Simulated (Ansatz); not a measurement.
Input and output of a relaxation of cell and atoms for ScPt3 (Pm-3m, 4 atoms in the cell) (Ansatz, a quantum-chemistry and plane-wave program).

Method of the run: PBEsol, default PAW files made with PBE (plane waves; Ansatz).

The change in words: atoms on their sites; basis.ecutwfc: 30.9 Ry → 21.7 Ry; relax: default → cell and atoms. Reference geometry:
```xyz
4
Lattice="3.9643 0.0000 0.0000 0.0000 3.9643 0.0000 0.0000 0.0000 3.9643" Properties=species:S:1:pos:R:3 pbc="T T T"
Sc     0.0000     0.0000     0.0500
Pt     1.9822     1.9822     0.0000
Pt     0.0000     1.9822     1.9822
Pt     1.9822     0.0000     1.9822
```

Reference input (self-consistent single point, DFT, PBEsol, plane waves, default PAW files made with PBE): basis.ecutwfc = 30.9 Ry; kpoints.mp_grid.grid = 7 7 7; hamiltonian.xc = pbesol; hamiltonian.pseudopotentials = {kind: paw} (the program's default PAW files); scf.occupations.method = fermi_dirac; scf.occupations.width = 0.0073 Ry. This run's input differs from it in these lines:

Ansatz 0.2 input:
```diff
@@ -7,3 +7,3 @@
   atoms:
-    - { symbol: Sc, position_ang: [0.000000, 0.000000, 0.050002] }
+    - { symbol: Sc, position_ang: [0.000000, 0.000000, 0.000000] }
     - { symbol: Pt, position_ang: [1.982160, 1.982160, 0.000000] }
@@ -12,3 +12,3 @@
 basis:
-  ecutwfc: 30.9 Ry
+  ecutwfc: 21.7 Ry
 kpoints:
@@ -24,2 +24,4 @@
     width: 0.0073 Ry
+relax:
+  cell: {}
 output:
```

Output (repeated stretches shortened):

```
   [... SCF lines of the steps left out ...]
relax step   1: F+E_penalty+E_count = -39266.53870049 eV  Δ(F+E_penalty+E_count) = +0.000e0 eV  max|allowed force component| = 2.666e-28 eV/Å  Δτ_max = 0.0000 Å  P = -2.544 GPa  Ω = 62.303 Å³  (7 SCF iters, dr2 threshold 1.00e-7 eV, accepted)
relax step   2: F+E_penalty+E_count = -39266.68636909 eV  Δ(F+E_penalty+E_count) = -1.477e-1 eV  max|allowed force component| = 1.814e-29 eV/Å  Δτ_max = 0.0000 Å  P = +8.725 GPa  Ω = 60.357 Å³  energy of the carried Pulay correction = +1.842e-1 eV  [...]
   [... lines left out ...]
relax step   8: F+E_penalty+E_count = -39266.55916924 eV  Δ(F+E_penalty+E_count) = -4.205e-3 eV  max|allowed force component| = 2.538e-29 eV/Å  Δτ_max = 0.0000 Å  P = -0.023 GPa  Ω = 61.605 Å³  energy of the carried Pulay correction = +4.172e-3 eV  [...]
relax step   9: F+E_penalty+E_count = -39266.55264531 eV  Δ(F+E_penalty+E_count) = +6.524e-3 eV  max|allowed force component| = 4.043e-29 eV/Å  Δτ_max = 0.0000 Å  P = -0.042 GPa  Ω = 61.605 Å³  stress off target by 4.19e-2 GPa  SCF on the basis [...]
basis re-selected at this cell: Δ(F+E_penalty+E_count) = +6.524e-3 eV, ΔP = -0.019 GPa vs the last step
the relaxation is at rest under the 48 symmetry operations that the run kept from its start: a minimum is not shown …
Stability not checked: this state was not tested for a lower state beside it, because too few of the mixer's solves of this state at the end of the SCF gave a …
Free energy (F): -39266.552645 eV
Internal energy: -39266.464585 eV  (E = F + TS)
   [... lines left out ...]
Fermi energy:    20.755547 eV
  cell:  # Å, volume = 61.6052 Å³
   [... lines left out ...]
    - [-6.419766481290786e-35, -1.0271626370065257e-33, 3.9494717122779313]
  atoms:
    - { symbol: Sc, position: [-6.644967012661867e-48, 3.221802187957271e-48, 7.191522740976045e-48] }
    - { symbol: Pt, position: [0.5, 0.5, 1.3406587785822453e-47] }
    - { symbol: Pt, position: [-6.0615630860180905e-47, 0.5, 0.5] }
    - { symbol: Pt, position: [0.5, -9.365367544163054e-48, 0.5] }
```

The run converged.  The full log also holds: “iter 4 did not close the SCF: its close was put off for the readings that it lacked (scf_convergence_deferred on its scf_iter line)”. The full log also holds: “iter 5 did not close the SCF: its close was put off for the readings that it lacked (scf_convergence_deferred on its scf_iter line)”.

Summary of the result:
- Free energy E − TS (on the zero of these files) = -39266.5526 eV
- Fermi level (on the code's own zero) = 20.76 eV
- Pressure = -0.04 GPa
- Final cell = a = b = c = 3.949 Å, α = β = γ = 90.00°
- Final volume per atom = 15.40 Å³
- Relaxation steps = 9

The starting cell comes from a database of computed structures (which also holds hypothetical and non-ambient phases and stackings), without a prior relaxation at this level. Its lattice was rescaled by up to half a per cent. Spin polarisation is off. The relaxation keeps the symmetry of its start, so its end need not be a minimum. Ansatz's pressure includes its estimate of the finite-basis (Pulay) stress. Without the estimate this run gives -14.90 GPa. The cutoff lies below the one recommended for these files.
